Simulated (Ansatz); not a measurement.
Structures of equal composition on the (0001) surface of wurtzite CdS (Cd plane on top): 2x2 Al adatom at H3; 2x2 Al adatom at T4. The slabs share one bottom face, and each structure is named by its start. These are constructed structures in small cells; real faces may alloy, dewet or reconstruct in larger ones, and not all known structures of the face are among them. Slabs of about 14 Å with all that they carry, Fermi-Dirac smearing of 0.025 eV. Bottom of the slabs: H caps. Relaxed from the named starts with such symmetry as they have, on meshes of like density; energies extrapolated to zero smearing; no spin-orbit coupling, no U. Spin-polarised runs, if any, are marked in brackets, and their order is one that fits the cell; the others ran without spin.

Host crystal: wurtzite CdS, with a band gap (PBE, scalar-relativistic without spin-orbit coupling).

The numbers are results of PBE (plane waves to 420 eV, PAW; Ansatz, an electronic-structure program), not measurements.

**Question.** Order them by energy per 1x1 cell (lowest first) at the level PBE.

**Answer.** 2x2 Al adatom at T4 (0.000 eV [spin, 0.9 μB a cell], no gap over 0.04 eV on the mesh), 2x2 Al adatom at H3 (0.032 eV [spin, 1.0 μB a cell], a narrow gap of 0.16 eV by band count)
